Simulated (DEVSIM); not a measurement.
Device: Schottky contact on n-type GaN, at 300 K.

```
layer (left to right)  material  thickness (μm)  Nd (cm⁻³)  τn (s)  τp (s)
---------------------  --------  --------------  ---------  ------  ------
1                           GaN            4.40       2e15    1e-9    1e-9
```

Left contact: Schottky, work function 5.56 eV, emission velocity 1.7e6 cm/s. Right contact: ohmic. Voltage is applied to the left contact. Recombination: SRH at mid-gap. Mobility is μmin + (μ − μmin)/(1 + (N/Nref)^α).

This is a model device: material constants are rounded textbook-type values typed into the input, and sizes, dopings and lifetimes were drawn at random. Values at 300 K. The table also holds parameters that only a changed run uses.

| parameter | GaN |
|---|---|
| gap (eV) | 3.43 |
| affinity (eV) | 4.1 |
| permittivity | 9.5 |
| Nc (cm⁻³) | 2.3e18 |
| Nv (cm⁻³) | 4.6e19 |
| μn (cm²/Vs) | 1200 |
| μp (cm²/Vs) | 100 |
| μn,min | 55 |
| μp,min | 3 |
| Nref,n | 2e17 |
| Nref,p | 3e17 |
| αn | 1 |
| αp | 2 |
| Cn (cm⁶/s) | 1e-30 |
| Cp (cm⁶/s) | 1e-30 |

DEVSIM, 1D drift-diffusion, Boltzmann statistics, complete ionisation; no tunnelling, impact ionisation, image-force lowering or self-heating. Metal contacts follow the ideal Schottky-Mott rule: no Fermi-level pinning, no interface dipoles.

Base results: dark forward voltage at 100 A/cm² (V) 1.357; dark forward voltage at 1 A/cm² (V) 1.121; potential step across the device at zero bias (V) 1.278.

Task: What follows from this one change: thickness of layer 1 4.4 → 1.5 μm?

Result: dark forward voltage at 100 A/cm² 1.357 → 1.282 V; dark forward voltage at 1 A/cm² little changed (1.119 V); potential step across the device at zero bias little changed (1.278 V).

Task: What follows from this one change: metal work function 5.56 → 5.61 eV?

Result: dark forward voltage at 100 A/cm² 1.357 → 1.407 V; dark forward voltage at 1 A/cm² 1.121 → 1.171 V; potential step across the device at zero bias 1.278 → 1.328 V.
